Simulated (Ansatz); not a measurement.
## Point-defect migration in chalcopyrite CuGaSe2

Some mobile defects of chalcopyrite CuGaSe2. Method: PBE, PAW (plane waves to 420 eV; Ansatz, a program for electronic structure).

Barriers are those of the lowest checked hop between equivalent sites, from the lowest site run (climbing-image NEB, static, fixed cells, no finite-size terms; on the finer meshes named, energies are single points at the band's geometries). One hop need not carry long-range diffusion, and untried routes could be lower. Saddle orders were checked for a part of the study's bands only and are not shown. Vacancies start on their lattice site; split forms were not set up. Charge states are imposed.

| Defect | Route | Hop (Å) | Direction in the unit cell | Neighbours at the saddle | Cell |
|---|---|---|---|---|---|
| Cu vacancy, charge -1 | a nearby Cu jumps into the vacancy | 3.82 | (0.00, -0.48, -0.24) | Ga at 2.88, Ga at 3.05; Se at 2.36, Se at 2.65, Se at 2.70, 2 Se at 2.86 Å | 64 sites, 2×2×2 shifted |
| Se vacancy, charge +2 | a nearby Se jumps into the vacancy (strongly reconstructed ends) | 4.05 | (0.52, 0.49, 0.00) | Ga at 2.33, Ga at 2.72 Å | 64 sites, 2×2×2 shifted |
| interstitial Cu, charge +1 | Cu moves farthest | 1.76 | (-0.21, 0.00, 0.12) | 2 Cu at 2.43; Ga at 2.68, Ga at 2.70; Se at 2.60, Se at 2.80, Se at 2.84, Se at 2.86, Se at 2.87 Å | 64 sites, 2×2×2 shifted |

Q: Order these hops by barrier, lowest first, with values.

A: interstitial Cu, charge +1: 0.06 eV; Cu vacancy, charge -1: 0.98 eV; Se vacancy, charge +2: 1.21 eV. Gaps under about 0.1 eV are within the calculation's error.
